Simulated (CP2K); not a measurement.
A self-consistent single point of ZrH (P4_2/mmc, 4 atoms in the cell) with CP2K.

Computed with LDA (Pade form), GPW, DZVP-MOLOPT-SR-GTH basis, GTH-PADE potentials (GTH_POTENTIALS) (CP2K).

```yaml
crystal:
  lattice:
    - [3.26696, 0.00000, 0.00000]
    - [0.00000, 3.26696, 0.00000]
    - [0.00000, 0.00000, 5.04998]
  atoms:
    - { symbol: Zr, position: [0.00000, 0.50000, 0.50000] }
    - { symbol: Zr, position: [0.50000, 0.00000, 0.00000] }
    - { symbol: H, position: [0.50000, 0.50000, 0.25000] }
    - { symbol: H, position: [0.50000, 0.50000, 0.75000] }
```

Reference input (self-consistent single point, DFT PBEsol, GPW, DZVP-MOLOPT-SR-GTH basis, GTH-PBE potentials (GTH_POTENTIALS)): CUTOFF = 500 Ry; REL_CUTOFF = 60 Ry; SMEAR/METHOD = FERMI_DIRAC; ELECTRONIC_TEMPERATURE = 580.23 K; KPOINTS/SCHEME = MONKHORST-PACK 7 7 5; XC_FUNCTIONAL = PBE:PBESOL; Zr/BASIS_SET = DZVP-MOLOPT-SR-GTH-q12; Zr/POTENTIAL = GTH-PBE-q12; H/BASIS_SET = DZVP-MOLOPT-SR-GTH-q1; H/POTENTIAL = GTH-PBE-q1; METHOD = GPW; EPS_DEFAULT = 1e-10. This run's input differs from it in these lines:

```diff
@@ -42,6 +42,3 @@
     &XC
-      &XC_FUNCTIONAL
-        &PBE
-          PARAMETRIZATION PBESOL
-        &END PBE
+      &XC_FUNCTIONAL PADE
       &END XC_FUNCTIONAL
@@ -78,3 +75,3 @@
       BASIS_SET DZVP-MOLOPT-SR-GTH-q12
-      POTENTIAL GTH-PBE-q12
+      POTENTIAL GTH-PADE-q12
     &END KIND
@@ -82,3 +79,3 @@
       BASIS_SET DZVP-MOLOPT-SR-GTH-q1
-      POTENTIAL GTH-PBE-q1
+      POTENTIAL GTH-PADE-q1
     &END KIND
```

The program printed (abridged):

```
 SCF WAVEFUNCTION OPTIMIZATION

  Step     Update method      Time    Convergence         Total energy    Change
     1 NoMix/Diag. 0.30E+00      -     1.71611272       -95.9001423656 -9.59E+01
     2 Broy./Diag. 0.30E+00      -     0.04889668       -96.5388060183 -6.39E-01
     3 Broy./Diag. 0.30E+00      -     0.06191921       -95.8442258933  6.95E-01
     4 Broy./Diag. 0.30E+00      -     0.00383768       -95.5567096396  2.88E-01
     5 Broy./Diag. 0.30E+00      -     0.00046092       -95.5825056845 -2.58E-02
     6 Broy./Diag. 0.30E+00      -     0.00057055       -95.5880009514 -5.50E-03
     7 Broy./Diag. 0.30E+00      -     0.00003670       -95.5882818118 -2.81E-04
     8 Broy./Diag. 0.30E+00      -     0.00003049       -95.5884238935 -1.42E-04
     9 Broy./Diag. 0.30E+00      -     0.00000444       -95.5885017577 -7.79E-05
    10 Broy./Diag. 0.30E+00      -     0.00000262       -95.5884829812  1.88E-05
    11 Broy./Diag. 0.30E+00      -     0.00000081       -95.5884707346  1.22E-05
  *** SCF run converged in    11 steps ***

  Overlap energy of the core charge distribution:               0.00000000000054
  Self energy of the core charge distribution:               -175.67903308981732
  Core Hamiltonian energy:                                     38.79328970601808
  Hartree energy:                                              53.68734661872546
  Exchange-correlation energy:                                -12.38949668115769
  Electronic entropic energy:                                  -0.00057728909042
  Fermi energy:                                                 0.35703404388187

  Total energy:                                               -95.58847073460852
  Total energy (extrapolated to T->0):                        -95.58818209006331

                     Mulliken Population Analysis

   [... lines left out ...]

 STRESS| Analytical stress tensor [bar]
 STRESS|                        x                   y                   z
 STRESS|      x       -9.21078517328E+04  -8.06939936349E-10  -4.21868141163E-06
 STRESS|      y       -8.06939936349E-10  -9.21091199447E+04  -4.02340956212E-07
 STRESS|      z       -4.21868141163E-06  -4.02340956212E-07  -9.21391816865E+04
 STRESS| 1/3 Trace                                            -9.21187177880E+04
```

The run converged in 11 iterations. Against the reference run the pressure goes from -6.65 to -9.21 GPa.

The starting cell comes from a database of computed structures (which also holds hypothetical and non-ambient phases and stackings), without a prior relaxation at this level. Its lattice was rescaled by a random factor within 2.5 % of one. Values carry the incompleteness of an atom-centred basis. With a pressure of about -9 GPa the cell is away from its equilibrium volume at this level.

Cost on one core of a shared machine: roughly 90 s.
